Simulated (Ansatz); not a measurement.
Take TiO2 in the anatase structure (space group I4_1/amd, No. 141; a = 3.770 Å, c = 9.552 Å) as the base. Axes: x, y, z lie along a, b, c of the conventional cell.

Computed with DFT with PBEsol, PAW potentials and a 420 eV plane-wave cutoff in Ansatz (a first-principles code), no SOC.

Before the change:

The pressure comes out as 0.00 GPa. The gap character comes out as indirect, Γ–X (87 % along) → Γ and the width of the top valence band is 0.84 eV.

Modification: biaxial strain +1.20 %, plane normal [001], relaxed out of plane (Cartesian); in-plane vectors clamped, the third vector and the atoms free.

**Question.** How does this affect the out-of-plane strain, pressure, gap character and width of the top valence band?

**Answer.** The out-of-plane strain is -1.74 %; the pressure (mean of the normal stresses, compression positive) goes from zero to -2.31 GPa; the gap character is still indirect, Γ–X (87 % along) → Γ; the width of the top valence band goes up by 0.02 eV to 0.86 eV.

No phonon test of stability was made. The final runs are not spin-polarised.
